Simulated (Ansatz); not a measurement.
Cell and atoms of amorphous Ti20O39Cl2:

```yaml
crystal:
  lattice:
    - [9.18651, -0.29497, -0.08026]
    - [-0.29497, 9.45569, -0.37954]
    - [-0.08026, -0.37954, 8.95474]
  atoms:
    - { symbol: Ti, position: [0.26085, 0.06052, 0.98762] }
    - { symbol: Ti, position: [0.59585, 0.55403, 0.48841] }
    - { symbol: Ti, position: [0.73990, 0.97769, 0.38898] }
    - { symbol: Ti, position: [0.98801, 0.28870, 0.36501] }
    - { symbol: Ti, position: [0.36490, 0.28847, 0.35204] }
    - { symbol: Ti, position: [0.97307, 0.68994, 0.65881] }
    - { symbol: Ti, position: [0.08401, 0.33989, 0.73268] }
    - { symbol: Ti, position: [0.25034, 0.63456, 0.36239] }
    - { symbol: Ti, position: [0.46218, 0.36746, 0.72436] }
    - { symbol: Ti, position: [0.88859, 0.64472, 0.34468] }
    - { symbol: Ti, position: [0.16379, 0.04533, 0.61801] }
    - { symbol: Ti, position: [0.86619, 0.02707, 0.78707] }
    - { symbol: Ti, position: [0.28481, 0.42086, 0.06838] }
    - { symbol: Ti, position: [0.60923, 0.47224, 0.10563] }
    - { symbol: Ti, position: [0.56287, 0.06719, 0.09272] }
    - { symbol: Ti, position: [0.83315, 0.25875, 0.00970] }
    - { symbol: Ti, position: [0.97740, 0.57598, 0.96459] }
    - { symbol: Ti, position: [0.37720, 0.97536, 0.34567] }
    - { symbol: Ti, position: [0.66178, 0.68465, 0.84504] }
    - { symbol: Ti, position: [0.52351, 0.99638, 0.69116] }
    - { symbol: O, position: [0.68999, 0.56316, 0.29468] }
    - { symbol: O, position: [0.26802, 0.59791, 0.16220] }
    - { symbol: O, position: [0.53912, 0.94599, 0.46461] }
    - { symbol: O, position: [0.96314, 0.26129, 0.15410] }
    - { symbol: O, position: [0.18908, 0.14223, 0.80195] }
    - { symbol: O, position: [0.64621, 0.26844, 0.09063] }
    - { symbol: O, position: [0.49234, 0.15337, 0.28161] }
    - { symbol: O, position: [0.80382, 0.45627, 0.98141] }
    - { symbol: O, position: [0.10926, 0.42466, 0.95174] }
    - { symbol: O, position: [0.26590, 0.22334, 0.10727] }
    - { symbol: O, position: [0.53294, 0.19643, 0.70178] }
    - { symbol: O, position: [0.44767, 0.04729, 0.90532] }
    - { symbol: O, position: [0.27340, 0.38993, 0.68102] }
    - { symbol: O, position: [0.59691, 0.64572, 0.02505] }
    - { symbol: O, position: [0.32804, 0.95219, 0.63591] }
    - { symbol: O, position: [0.97742, 0.63181, 0.16044] }
    - { symbol: O, position: [0.79287, 0.66163, 0.56288] }
    - { symbol: O, position: [0.05065, 0.21366, 0.56337] }
    - { symbol: O, position: [0.26423, 0.11898, 0.42857] }
    - { symbol: O, position: [0.91743, 0.21919, 0.81700] }
    - { symbol: O, position: [0.01083, 0.91274, 0.66794] }
    - { symbol: O, position: [0.89415, 0.43589, 0.40240] }
    - { symbol: O, position: [0.58003, 0.83095, 0.77823] }
    - { symbol: O, position: [0.83565, 0.14043, 0.37674] }
    - { symbol: O, position: [0.86652, 0.71365, 0.85884] }
    - { symbol: O, position: [0.43428, 0.64161, 0.46172] }
    - { symbol: O, position: [0.65426, 0.94373, 0.19251] }
    - { symbol: O, position: [0.74386, 0.06029, 0.94490] }
    - { symbol: O, position: [0.59568, 0.53076, 0.71064] }
    - { symbol: O, position: [0.19403, 0.39428, 0.35020] }
    - { symbol: O, position: [0.06817, 0.65434, 0.47742] }
    - { symbol: O, position: [0.24645, 0.82220, 0.35358] }
    - { symbol: O, position: [0.50339, 0.37446, 0.49560] }
    - { symbol: O, position: [0.86063, 0.83187, 0.35989] }
    - { symbol: O, position: [0.43835, 0.41564, 0.93695] }
    - { symbol: O, position: [0.74280, 0.01057, 0.63133] }
    - { symbol: O, position: [0.36036, 0.96167, 0.13252] }
    - { symbol: O, position: [0.98172, 0.49829, 0.71742] }
    - { symbol: O, position: [0.45008, 0.42234, 0.21942] }
    - { symbol: Cl, position: [0.18922, 0.71508, 0.84142] }
    - { symbol: Cl, position: [0.02894, 0.96049, 0.02959] }
```

Methods: PBE, scalar-relativistic without spin-orbit coupling (Ansatz, a program for electronic structure); r2SCAN, scalar-relativistic without spin-orbit coupling (Ansatz); HSE06, scalar-relativistic without spin-orbit coupling (Ansatz). Neutral PBE cell, which sets geometry, pressure and energy: sampling: a 2×2×2 Γ-centred mesh; Fermi-Dirac width 0.02 eV; no spin polarisation. Exact exchange is cut at the faces of this 9 Å cell, which leaves hybrid gaps a finite-size error.

A CHGNet melt-quench gave the starting glass, which DFT then relaxed. Anions were pushed apart under 1.9 Å during the dynamics, to hinder bonds among them. The hot cell started wider than the set density and was brought back towards it in steps. It is the lowest in DFT energy of 2 quenches. It is a model cell: composition and starting density were chosen by hand, and all elements were melted together. No dispersion term was used. Its density started from a set value of 3.54 and ended at 3.54 g/cm³. The quench (nominally 300 K/ps over its main leg) was far faster than any real one, so the model tends to hold more defects than a real film. Values belong to this one cell and scatter from quench to quench. The volume was held where the preparation left it and the shape relaxed.

Give the pressure, the energy against reference phases and the spacing of the highest filled and lowest empty levels.


| Quantity | Value |
|---|---|
| Pressure on a 2×2×2 Γ-centred mesh | 2.70 GPa |
| Largest force and stress component on that mesh (the relaxation ran on the zone centre alone) | 0.12 eV/Å and 2.7 GPa |
| Energy relative to anatase TiO2 + TiCl4 gas (lowest mix at this level among the phases computed, not always the ambient ones) | 0.145 eV/atom |
| Level gap on a 2×2×2 Γ-centred mesh (PBE) | 2.16 eV |
| Level gap at the zone centre (PBE) | 2.25 eV |
| Level gap at the zone centre (r2SCAN) | 2.59 eV |
| Level gap at the zone centre (HSE06) | 3.71 eV |
| Distance between the nearest levels spread over more than a fifth of the atoms or a third of the atoms of their main element (six at least) (PBE, zone centre) | 2.57 eV |

At PBE and the zone centre, how localised are the states just below and above the Fermi level (participation number: the atoms over which a state spreads)?

The highest filled state is spread over 4.1 atoms' worth, largest on Cl60, with weights by element (charge in smoothed Voronoi cells) Cl 0.68, O 0.28, Ti 0.04. The lowest empty state is spread over 9.6 atoms' worth, largest on Ti14, with weights by element (charge in smoothed Voronoi cells) Ti 0.81, O 0.18, Cl 0.00.

At PBE the levels at the filled edge of the gap are localised (band-tail or defect states), and the nearest spread-out levels lie 2.6 eV apart at the zone centre.

Cut-offs for bonds: Ti-Ti 3.12 Å, Ti-O 2.48 Å, Ti-Cl 2.88 Å, O-O 1.58 Å, O-Cl 2.02 Å, Cl-Cl 2.45 Å. Two cations that share two anions don't count as bonded, nor two that share one unless they lie closer than Ti-Ti 3.04 Å.

Added carriers, by PBE, scalar-relativistic without spin-orbit coupling (Ansatz) on the zone centre alone. Charged cells keep the cell fixed and stand in a uniform background, with no image correction, at a width of 0.01 eV; where the count is odd the moment is locked at 1 μB, unless the neutral cell bore moments. Each starts from the undistorted neutral geometry alone. PBE's self-interaction favours spread-out carriers, so it can miss traps that a hybrid finds.

What happens at PBE when the cell takes an extra electron and the atoms relax?

Relaxation lowers the charged cell by 0.21 eV. The largest moves are O36 0.10 Å, Ti10 0.09 Å, O21 0.08 Å, O37 0.07 Å. The level that holds the added charge spreads over 7.8 atoms' worth, most on Ti10 (weight 0.22): a partly localised carrier. No bond crosses its cut-off with a change of over 0.15 Å (metal-metal contacts aside). Made neutral again at that geometry, the cell lies +0.29 eV from the neutral start.

What happens at PBE when the cell takes a hole and the atoms relax?

Relaxation lowers the charged cell by 0.18 eV. The largest moves are Cl60 0.40 Å, O24 0.19 Å, Cl61 0.19 Å, O58 0.15 Å. The level that was emptied spreads over 2.8 atoms' worth, most on Cl60 (weight 0.42): a localised (trapped) carrier, which neighbours of that atom can share. Bonds broken: Ti12-Cl61. Made neutral again at that geometry, the cell lies +0.83 eV from the neutral start.
